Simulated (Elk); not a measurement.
Band structure of Sr (P6_3/mmc, 2 atoms in the cell).

```
CELL_PARAMETERS angstrom
      4.25862     0.00000     0.00000
     -2.12931     3.68807     0.00000
      0.00000     0.00000     6.97482
ATOMIC_POSITIONS crystal
  Sr 0.33333 0.66667 0.25000
  Sr 0.66667 0.33333 0.75000
```

Level of theory: Elk 10.2.4 with PBEsol, all-electron FP-LAPW, Elk's shipped species files, APW+lo basis with extra local orbitals.

Settings: xctype = 22; rgkmax = 7.5; stype = 0; swidth = 0.00999582 Ha; ngridk = 12 12 7; gmaxvr = 18 1/bohr; lmaxapw = 10; lmaxo = 8; nxlo = 2; lorbcnd = true; lradstp = 2; nrmtscf = 2; lmaxi = 4.

The starting cell comes from a database of computed structures (which also holds hypothetical and non-ambient phases and stackings), without a prior relaxation at this level. Its lattice was rescaled by a random factor within 2.5 % of one. Values depend on the basis (sphere radii, cutoffs, local orbitals), which need not be converged.

Levels in eV from the Fermi level, bands 7 to 14:
| point | 7 | 8 | 9 | 10 | 11 | 12 | 13 | 14 |
|---|---|---|---|---|---|---|---|---|
| Γ | -18.38 | -18.38 | -3.65 | -1.14 | 0.09 | 2.31 | 2.32 | 2.32 |
| M | -18.42 | -18.41 | -1.10 | -0.51 | 0.10 | 0.27 | 1.33 | 1.90 |
| K | -18.45 | -18.45 | -0.22 | -0.22 | -0.07 | 0.39 | 1.36 | 1.36 |
| A | -18.40 | -18.40 | -2.70 | -2.70 | 1.28 | 1.28 | 2.32 | 2.32 |
| L | -18.43 | -18.43 | -0.79 | -0.79 | 0.28 | 0.28 | 1.35 | 1.35 |
| H | -18.42 | -18.42 | 0.16 | 0.16 | 0.26 | 0.26 | 0.47 | 0.47 |

Bands cross the Fermi level along this path, so the cell is metallic at this level.
